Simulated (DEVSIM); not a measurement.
Structure: Mo/Si3N4/p-Si capacitor, at 300 K.

Layer 1 from the left is Si3N4, thickness (nm) 2.20. Layer 2 from the left is Si, thickness (nm) 1800, Na (cm⁻³) 1e17.

Metal gate on the left, work function 4.6 eV. Fixed charge at the semiconductor interface 0 cm⁻² (in units of +e); no interface traps.

This is a model device: material constants are rounded textbook-type values typed into the input, and sizes, dopings and lifetimes were drawn at random. Values at 300 K.

Si3N4: gap (eV) 5.1, affinity (eV) 2.1, permittivity 7.5. Si: gap (eV) 1.124, affinity (eV) 4.05, permittivity 11.7, Nc (cm⁻³) 2.86e19, Nv (cm⁻³) 3.1e19.

DEVSIM, 1D Poisson equation in equilibrium, Boltzmann statistics, complete ionisation; no quantum confinement or tunnelling. Metal contacts follow the ideal Schottky-Mott rule: no Fermi-level pinning, no interface dipoles.

Task: What does the simulation give for the flat-band voltage?

Result: flat-band voltage -0.43 V.
